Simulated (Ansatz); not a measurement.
## Phonon-limited transport in YRh2 (Fd-3m)

Input:

```
Rh2Y
1.0
    0.00000     3.72160     3.72160
    3.72160     0.00000     3.72160
    3.72160     3.72160     0.00000
Y Rh
2 4
Cartesian
  3.72160   3.72160   3.72160
  5.58240   5.58240   5.58240
  0.93040   2.79120   2.79120
  2.79120   2.79120   0.93040
  2.79120   0.93040   2.79120
  0.93040   0.93040   0.93040
```

Method: PBEsol, DFPT electron-phonon coupling, linearised Boltzmann equation (plane waves, PAW, scalar-relativistic; Ansatz, a program for electronic structure). Geometry: relaxed with this functional, without spin-orbit coupling.

- resistivity at 300 K = 27 μΩ·cm
- resistivity at 77 K = 4.1 μΩ·cm
- electron mean free path at 300 K (weighted by the current that each state carries) = 7.0 nm
- electron-phonon coupling λ = 0.25
- transport coupling λ_tr = 0.26
- logarithmic mean phonon energy = 14.9 meV
- density of states at the Fermi level = 1.38 states/(eV·spin·cell)
- Drude plasma energy = 3.3 eV
- Hall coefficient at 300 K = 33 ×10⁻¹¹ m³/C
- Tc for μ* = 0.10 (anisotropic Eliashberg) = below 1 K
- Tc for μ* = 0.13 (anisotropic Eliashberg) = below 1 K

A metal at this level (no band gap). Only scattering by harmonic phonons is included (no impurities, grain boundaries, electron-electron scattering or thermal expansion). Spin-orbit coupling is left out. Halving the electron mesh (20x20x20) moves the resistivity by up to 13 % at 300 K, the mean free path by up to 9 %, the coupling by up to 2 %. Smearing 0.20 eV; phonons on a 3x3x3 q mesh, which this run doesn't test and which matters most at low temperature. Tc comes from the anisotropic Migdal-Eliashberg equations with μ*, a chosen number, referred to 17.0 meV.

Formula and space group known from diffraction (Crystallography Open Database), not checked to be the room-temperature form: YRh2 (Fd-3m).
